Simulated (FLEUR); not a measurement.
FLEUR run on As (R-3m, 2 atoms in the cell): self-consistent single point.

Computed with PBE, all-electron FLAPW (FLEUR), scalar-relativistic valence.

The change in words: lattice scaled by 0.98. Reference geometry:
```yaml
crystal:
  lattice:
    - [1.87741, 1.08392, 3.70434]
    - [-1.87741, 1.08392, 3.70434]
    - [0.00000, -2.16785, 3.70434]
  atoms:
    - { symbol: As, position: [0.22443, 0.22443, 0.22443] }
    - { symbol: As, position: [0.77557, 0.77557, 0.77557] }
```

Reference input (self-consistent single point, DFT, PBE, all-electron FLAPW (FLEUR), scalar-relativistic valence): Kmax = 3.5 1/bohr; GmaxXC = 12.2 1/bohr; xcFunctional = pbe; jspins = 1; l_soc = F; mode = hist; fermiSmearingEnergy = 0.00367493 Htr; mesh (inpgen div1-3) = 11 11 11; inpgen gamma flag = false; Gmax = 12.2 1/bohr; numbands = 0; maxIterBroyd = 99. This run's input differs from it in these lines:

```diff
@@ -3,6 +3,6 @@
 &input film=f /
-0.4374159330 0.2525422067 0.8630699481
--0.4374159330 0.2525422067 0.8630699481
-0.0000000000 -0.5050844134 0.8630699481
-8.1107938220
+0.4374159935 0.2525422976 0.8630698909
+-0.4374159935 0.2525422976 0.8630698909
+-0.0000000000 -0.5050844271 0.8630699401
+7.9485777526
 1.0 1.0 1.0
@@ -43,5 +43,5 @@
          <bravaisMatrix>
-            <row-1>    3.5477904470207657     2.0483177698966069     7.0001824030033406</row-1>
-            <row-2>   -3.5477904470207657     2.0483177698966069     7.0001824030033406</row-2>
-            <row-3>    0.0000000000000000    -4.0966355397932137     7.0001824030033406</row-3>
+            <row-1>    3.4768350345655263     2.0073520882938487     6.8601781337466496</row-1>
+            <row-2>   -3.4768350345655263     2.0073520882938487     6.8601781337466496</row-2>
+            <row-3>    0.0000000000000000    -4.0147028404317764     6.8601785248166749</row-3>
          </bravaisMatrix>
```

The program printed (abridged):

```
 Iteration:     1   Distance:       5.04089198 me/bohr^3
 Iteration:     2   Distance:       4.75695167 me/bohr^3
 Iteration:     3   Distance:       1.49471161 me/bohr^3
 Iteration:     4   Distance:       0.48216718 me/bohr^3
 Iteration:     5   Distance:       0.37835955 me/bohr^3
   [... 4 lines left out ...]
 Iteration:    10   Distance:       0.00100264 me/bohr^3
 Iteration:    11   Distance:       0.00012605 me/bohr^3
 Iteration:    12   Distance:       0.00009331 me/bohr^3
 Iteration:    13   Distance:       0.00000902 me/bohr^3
 Reset of history
 Run finished successfully
 Stop message:
   Structural relaxation: new displacements generated

[file out, last iteration]
             iter=     14
[...]
          total density-effective poten   -7.2310194498E+03
          total charge density-energy d   -1.6777083508E+02
 Updated energy parameters for spin:           1
[...]
 fermi energy and band-weighting factors:

[...]
FERMIE:
          first approx. to ef    (T=0)  :   0.291541 htr   (energy of the highest occ. eigenvalue)
          number of occ. states  (T=0)  :       2190
          first approx. to seigv (T=0)  : -20.515559 htr
          sum of weights of occ. states :  15.000000
          sum of semicore charge        :   0.000000 e
FERHIS:  Fermi-Energy by histogram:
          bandgap                     :   0.001264 htr
   [... lines left out ...]
          charge neutrality (T=0)     :   0.000000    (zero if the highest occ. eigenvalue is "entirely" occupied)
     EF_NEWTON:  Adjust Fermi-Energy by Newton-Method.
 Direct bandgap for spin            1 :    2.2308130709566276E-002  Htr
   [... lines left out ...]
 ---->    (input%tkb*entropy) TS=              0.0003608635 htr
 ---->    free energy=                     -4522.1808413594 htr
      extrapolation for T->0
 ---->    total electron energy=           -4522.1806609277 htr
 ***** TOTAL FORCES ON ATOMS *****
 TOTAL FORCE FOR ATOM TYPE=  1  X=  0.000   Y=  0.000   Z=  4.619
                       FX_TOT= 0.000000 FY_TOT= 0.000000 FZ_TOT= 0.016822
```

The run converged in 13 iterations. FLEUR gives forces in its relaxation mode, with a further iteration, so its stop message speaks of a relaxation. Against the reference run the free energy goes up by 41.9 meV/atom and the largest force goes from 0.349 to 0.865 eV/Å.

The starting cell comes from a database of computed structures (which also holds hypothetical and non-ambient phases and stackings), without a prior relaxation at this level. For this run, on top of that: lattice scaled by 0.98. Values depend on the basis (sphere radii, cutoffs, local orbitals), which need not be converged. The log's line on a gap gives a spacing of levels on this mesh, which the program prints for metals too.

Cost on one core of a shared machine: roughly 2 min.
